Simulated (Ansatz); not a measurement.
SrTiO$_{3}$ (Pm-3m), PBEsol with spin-orbit coupling, rigid bands (Ansatz, a program for electronic structure): N_c = 5.69e19 cm⁻³ at 300 K and an electron conductivity mass of 0.651 mₑ.

Q: For 1e17 electrons per cm³ at 300 K, place the Fermi level, estimate the Seebeck coefficient of a parabolic band with constant τ, and give mobility and conductivity for τ = 20 fs.

A: The level lies k_BT ln(N_c/n) = 0.164 eV below the conduction-band minimum. S ≈ −(k_B/e)[ln(N_c/n) + 5/2] = -762 μV/K, against -786 μV/K from the full bands (mean over directions). μ = eτ/m = 54.0 cm²/(V·s) and σ = neμ = 0.866 S/cm. τ is assumed, not computed.

Band transport and this doping are assumed; polarons and phonon drag are left out.
